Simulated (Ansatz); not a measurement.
## The (111)B surface of zinc-blende CdTe (in the relaxation like top atoms buckled by 1.0 Å), Te-terminated, I on every top atom (bottom of the slab: 2 H on 4 bottom sites)

Computed with PBE (plane waves to 420 eV, PAW; Ansatz, a quantum-chemistry and plane-wave program).

Set-up: 38 atoms, 17.0 Å thick at the start with caps and adatoms; mesh 3x3x1; 0.025 eV smearing; dipole correction on; 8 atoms held, the rest relaxed; start symmetry kept, larger cells not searched; no spin (no spin-polarised run to compare, though such a face may carry moments), no spin-orbit, no U. The slab shows no gap over 0.04 eV on its mesh. It is one candidate, not shown to be the stable structure of the face.

```json
{
 "work_function_of_the_top_face": "5.32 eV",
 "energy_released_by_relaxation": "1.19 eV",
 "cost": "around 100 core-minutes (rough)"
}
```
